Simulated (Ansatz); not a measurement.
The parent structure is SiO₂ in the CdI2 type structure (space group P-3m1, No. 164; a = 2.6701 Å, c = 4.5090 Å; a hypothetical phase, not in the database extracts checked; layered, stacked along the Cartesian z axis).

One thing is altered: the cell is scaled by 1.0120 in all directions; the atoms relax in the strained cell.

Levels (all Ansatz, a quantum-chemistry and plane-wave program, PAW): PBEsol-D3(BJ) (420 eV, scalar-relativistic without spin-orbit coupling); r2SCAN (500 eV, without spin-orbit coupling); HSE06 (420 eV, spin-orbit coupling left out).

At the geometry relaxed with PBEsol-D3(BJ), these levels gave the following band gaps, in shuffled order: (a) 7.94 eV, (b) 6.81 eV, (c) 5.89 eV.

Task: Match each gap to its level.

Result: (a) HSE06; (b) r2SCAN; (c) PBEsol-D3(BJ).

Single points use the geometry relaxed with PBEsol-D3(BJ). The hybrid gap comes from the SCF mesh plus the semilocal run's edge points and a few special points and is an upper bound. Whether these cells are dynamically stable was not tested.
